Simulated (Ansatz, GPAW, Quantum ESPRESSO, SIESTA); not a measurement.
**Code comparison for BaMg6Zn (Amm2, 8 atoms in the cell)**

Self-consistent single point, at a second geometry (lattice scaled by 0.98). First geometry:

```yaml
crystal:
  lattice:
    - [5.07320, 0.00000, 0.00000]
    - [0.00000, 3.51003, 6.05391]
    - [0.00000, -3.51003, 6.05391]
  atoms:
    - { symbol: Ba, position: [0.50000, 0.67307, 0.67307] }
    - { symbol: Mg, position: [0.00000, 0.28561, 0.84863] }
    - { symbol: Mg, position: [0.00000, 0.84863, 0.28561] }
    - { symbol: Mg, position: [0.00000, 0.33301, 0.33301] }
    - { symbol: Mg, position: [0.50000, 0.15804, 0.68256] }
    - { symbol: Mg, position: [0.50000, 0.68256, 0.15804] }
    - { symbol: Mg, position: [0.50000, 0.16175, 0.16175] }
    - { symbol: Zn, position: [0.00000, 0.85733, 0.85733] }
```

Shared settings, as Ansatz (a quantum-chemistry and plane-wave program) writes them: kpoints.mp_grid.grid = 4 3 3; scf.occupations.method = gaussian; scf.occupations.width = 0.136 eV. Potentials and cutoffs stand in the table.

| code | model | ΔF from the first geometry (meV/atom) | pressure (GPa) | largest force (eV/Å) | cutoff |
|---|---|---|---|---|---|
| Quantum ESPRESSO | PBEsol, PseudoDojo standard norm-conserving (PBESOL) pseudopotentials | -2.8 | 0.57 | 0.111 | 85 Ry |
| SIESTA | GGA PBEsol, numerical atomic orbitals DZP, PseudoDojo PBEsol standard norm-conserving potentials (rewritten from UPF to PSML) | 12.4 | 2.57 | 0.217 | grid 350 Ry |
| GPAW | PBEsol, GPAW PAW datasets PBEsol (made by gpaw-setup) | -2.6 | 0.61 | 0.098 | 850 eV |
| Ansatz | PBEsol, PAW files made with PBE | -2.9 | 0.55 | 0.109 | 420 eV |

Size of the force on each atom (eV/Å): Sizes of forces hide their directions.

| code | Ba1 | Mg2 | Mg3 | Mg4 | Mg5 | Mg6 | Mg7 | Zn8 |
|---|---|---|---|---|---|---|---|---|
| Quantum ESPRESSO | 0.111 | 0.077 | 0.077 | 0.036 | 0.039 | 0.039 | 0.020 | 0.017 |
| SIESTA | 0.048 | 0.160 | 0.160 | 0.010 | 0.065 | 0.065 | 0.002 | 0.217 |
| GPAW | 0.098 | 0.072 | 0.072 | 0.034 | 0.034 | 0.034 | 0.018 | 0.004 |
| Ansatz | 0.109 | 0.075 | 0.075 | 0.034 | 0.036 | 0.036 | 0.018 | 0.012 |

The spread over the programs that give each value: ΔF from the first geometry within 15.3 meV/atom; pressure within 2.02 GPa; largest force within 0.119 eV/Å.

SIESTA uses small atom-centred bases, whose incompleteness enters pressures, forces and empty levels differently from a plane-wave cutoff. Ansatz's pressure is given at a fixed set of plane waves, as the other plane-wave codes print theirs. In the pressure, SIESTA (by 2.00) lies more than 1 GPa from the median of the plane-wave programs. In the force vectors, SIESTA (by 0.229) lies more than 0.08 eV/Å from the median of the plane-wave programs.

The starting cell comes from a database of computed structures (which also holds hypothetical and non-ambient phases and stackings), without a prior relaxation at this level. For this run, on top of that: lattice scaled by 0.98.

Left out of this page: ABINIT (with a known weakness of the program).

Keys are those of Ansatz 0.2.
